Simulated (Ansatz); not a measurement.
The starting structures come from a database of crystals and need not be the phases stable at ambient conditions.

 Where the default PAW files enter, the runs use the earlier of Ansatz's two default sets.

Data:

```
WO3
1.0
    3.88593     0.00000     0.00000
    0.00000    10.73268     0.00000
    0.00000     5.36634     5.36634
W O
4 12
Cartesian
  3.67166   8.04951   5.17959
  0.21427  10.91943   2.68317
  3.67166   8.04951   0.18675
  0.21427   5.17959   2.68317
  1.90026   8.04951   5.31590
  1.98567  10.78312   2.68317
  1.90026   8.04951   0.05044
  1.98567   5.31590   2.68317
  3.86732   9.41438   1.37346
  0.01861  14.72556   4.04804
  3.86732   6.68463   3.99288
  0.01861   1.37346   1.31829
  0.01861   3.99288   1.31829
  3.86732   6.68463   1.37346
  0.01861  12.10614   4.04804
  3.86732   9.41438   3.99288
```

Space group of this cell: P-42_1m. The cell is taken as given; by PBEsol its mean pressure is -1.5 GPa.

Transport runs along the normal of the first two printed cell vectors, the (110) plane of the conventional cell.

No gap correction and no spin-orbit coupling; mid-gap values are interpolated between computed energies.

Q: Estimate the band gap and the smallest decay constant κ at mid-gap that PBEsol (Ansatz, a program for electronic structure) returns for this system.

A: Gap 1.17 eV on a 8×6×6 mesh; κ = 0.163 1/Å, at the zone centre.
